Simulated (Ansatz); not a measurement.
**A constructed model of the (111) surface of fcc Al, a layer of Pd in place of the third plane (bottom of the slab: a bare face, its two planes held)**

All values below come from PBE (plane waves to 420 eV, PAW; Ansatz, a program for electronic structure).

Set-up: 6 atoms, 11.9 Å thick at the start with caps and adatoms (thin: gaps and levels are the slab's own); mesh 15x15x1; 0.1 eV smearing; dipole correction on; 2 atoms held, the rest relaxed; held to the start's symmetry, so lower structures may exist; no spin, no spin-orbit, no U. In PBE it is, or lies within 0.01 eV a 1x1 cell of, the lowest of the 2 structures of its composition computed so far; subsurface sites and larger cells were not tried.

```
Item                                                   Result
-----------------------------  ------------------------------
work function of the top face                         4.05 eV
energy released by relaxation                         0.69 eV
cost                           around 80 core-seconds (rough)
```
